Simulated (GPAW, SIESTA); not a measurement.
A GPAW input for a self-consistent single point of FeSb (P6_3/mmc, 4 atoms in the cell) (DFT LDA (Perdew-Wang 92), plane waves, GPAW PAW datasets LDA (gpaw-data 1.0.1)):

```python
from ase import Atoms
from ase.units import GPa
from gpaw import GPAW

atoms = Atoms(['Fe', 'Fe', 'Sb', 'Sb'],
              cell=[[3.934514, 0.000000, 0.000000],
                    [-1.967257, 3.407388, 0.000000],
                    [0.000000, 0.000000, 4.919365]],
              scaled_positions=[[0.000000, 0.000000, 0.000000],
                                [0.000000, 0.000000, 0.500000],
                                [0.666667, 0.333333, 0.250000],
                                [0.333333, 0.666667, 0.750000]],
              pbc=True)

atoms.set_initial_magnetic_moments([4.0, 4.0, 0.0, 0.0])

calc = GPAW(spinpol=True,
            mode={'name': 'pw', 'ecut': 800},
            xc='LDA',
            kpts={'size': (6, 6, 4), 'gamma': True},
            occupations={'name': 'methfessel-paxton', 'width': 0.136, 'order': 0},
            nbands=-10,
            convergence={'forces': 0.001},
            symmetry={'symmorphic': False, 'tolerance': 0.0005},
            maxiter=100)

atoms.calc = calc

energy = atoms.get_potential_energy()
print('Energy (eV):', round(energy, 6))
forces = atoms.get_forces()
print('Forces (eV/Ang):')
print(forces.round(5))
stress = atoms.get_stress()
print('Stress (GPa, Voigt):', (stress / GPa).round(4))
```

### Question
Write the same calculation as an input for SIESTA.

### Answer
One input that does it (others would too):

```
# files in the folder: Fe.psml Sb.psml (PseudoDojo LDA standard)
SystemName  FeSb
SystemLabel fesb

NumberOfAtoms                4
NumberOfSpecies              2
%block ChemicalSpeciesLabel
  1 26 Fe
  2 51 Sb
%endblock ChemicalSpeciesLabel
LatticeConstant              1.0 Ang
%block LatticeVectors
     3.934514000    0.000000000    0.000000000
    -1.967257000    3.407388000    0.000000000
     0.000000000    0.000000000    4.919365000
%endblock LatticeVectors
AtomicCoordinatesFormat      Ang
%block AtomicCoordinatesAndAtomicSpecies
     0.000000000    0.000000000    0.000000000  1
     0.000000000    0.000000000    2.459682500  1
     1.967258967    1.135794864    1.229841250  2
    -0.000001967    2.271593136    3.689523750  2
%endblock AtomicCoordinatesAndAtomicSpecies

XC.functional                LDA
XC.authors                   PW92
PAO.BasisSize                DZP
PAO.EnergyShift              0.005 Ry
MeshCutoff                   350 Ry
%block kgrid.MonkhorstPack
    6   0   0  0.0
    0   6   0  0.0
    0   0   4  0.0
%endblock kgrid.MonkhorstPack
OccupationFunction           MP
OccupationMPOrder            0
ElectronicTemperature        1578.21 K
Spin                         polarized
%block DM.InitSpin
  1 +4.00
  2 +4.00
  3 +0.00
  4 +0.00
%endblock DM.InitSpin

MaxSCFIterations             150
SCF.Mixer.Method             Pulay
SCF.Mixer.Weight             0.1
SCF.Mixer.History            8
SCF.DM.Tolerance             1.0E-04
Diag.ParallelOverK           true
WriteForces                  true
Charge.Mulliken              end
```

Basis settings and potentials, where a program has them, do not carry over. This input uses DFT, LDA PW92, numerical atomic orbitals DZP, PseudoDojo LDA standard norm-conserving potentials (rewritten from UPF to PSML). LDA parametrisations can differ slightly between programs. Both were run: pressure -3.91 GPa in GPAW and -0.43 in SIESTA; size of the net moment 0.45 μB/atom in GPAW and 0.51 in SIESTA.

On SIESTA: the starting cell comes from a database of computed structures (which also holds hypothetical and non-ambient phases and stackings), without a prior relaxation at this level. For this run, on top of that: lattice scaled by 0.98. The magnetic order is the one reached from the typed start; others were not searched systematically. Values carry the incompleteness of an atom-centred basis.

On GPAW: the starting cell comes from a database of computed structures (which also holds hypothetical and non-ambient phases and stackings), without a prior relaxation at this level. For this run, on top of that: lattice scaled by 0.98. The moments shrank to a small part of their start, a low-spin state that need not be the lowest. With a pressure of about -4 GPa the cell is away from its equilibrium volume at this level.
